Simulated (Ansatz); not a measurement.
The starting structures come from a database of crystals and need not be the phases stable at ambient conditions.

Evanescent states of Cs2SnBr6 (Fm-3m, not sure to be the ambient phase, 9 atoms a cell, 36.8 Å³ an atom) along the normal of (110)

Calculation: PBEsol (plane waves, PAW; Ansatz, a program for electronic structure).

The gap is the functional's own. No spin-orbit coupling. Mid-gap values are interpolated on the energy grid.

Energies count from the valence-band top; κ is the least over a 4×4 mesh across the current.

| E (eV) | κ (1/Å) | where |
|---|---|---|
| 0.04 | 0.091 | Γ |
| 0.12 | 0.148 | Γ |
| 0.20 | 0.182 | Γ |
| 0.28 | 0.201 | Γ |
| 0.36 | ___ | Γ |
| 0.44 | ___ | Γ |
| 0.52 | ___ | Γ |
| 0.60 | ___ | Γ |
| 0.68 | ___ | Γ |
| 0.76 | ___ | Γ |
| 0.84 | ___ | Γ |
| 0.92 | 0.182 | Γ |
| 1.00 | ___ | Γ |
| 1.08 | 0.157 | Γ |
| 1.16 | 0.139 | Γ |
| 1.24 | 0.114 | Γ |
| 1.32 | 0.078 | Γ |

Task: Fill in the missing entries.

Result: 
- 0.36, κ (1/Å): 0.204
- 0.44, κ (1/Å): 0.206
- 0.52, κ (1/Å): 0.206
- 0.60, κ (1/Å): 0.205
- 0.68, κ (1/Å): 0.202
- 0.76, κ (1/Å): 0.197
- 0.84, κ (1/Å): 0.191
- 1.00, κ (1/Å): 0.171
